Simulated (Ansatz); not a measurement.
Defect migration in zinc-blende GaN: Ga vacancy, charge state -3. The step: one Ga atom jumps into the vacancy from a nearby Ga site; the atom moves 3.11 Å along (0.00, 0.48, -0.48) of the unit cell; the moving atom starts with neighbours N at 1.87, 2 N at 1.99, N at 2.01 Å and ends with N at 1.87, 2 N at 1.99, N at 2.01 Å. DFT values are from Ansatz (plane-wave PAW, 420 eV unless said) in a cell of 64 host sites, spin-restricted, static, with no finite-size correction. The host's phase is taken as given; its stability against other phases was not computed. The charge state is imposed; whether it is stable for some Fermi level was not computed. Forms of the defect that were not tried may lie lower. For the PBE band: the program found a first-order saddle point.

```tsv
Level	Forward barrier (eV)	Cost of the band or of the saddle's single point
CHGNet universal potential (has no charge state), its own band	1.56	-
PBE, one k-point at (0.250, 0.250, 0.250), band relaxed	2.11	very roughly 50 core-minutes
PBE, a 2×2×2 k-point mesh shifted by half a step, same geometries	2.12	very roughly 2.4 core-minutes
r2SCAN at 500 eV, one k-point at (0.250, 0.250, 0.250), same geometries	2.32	very roughly 100 core-seconds
```

Ansatz is a program for electronic structure.
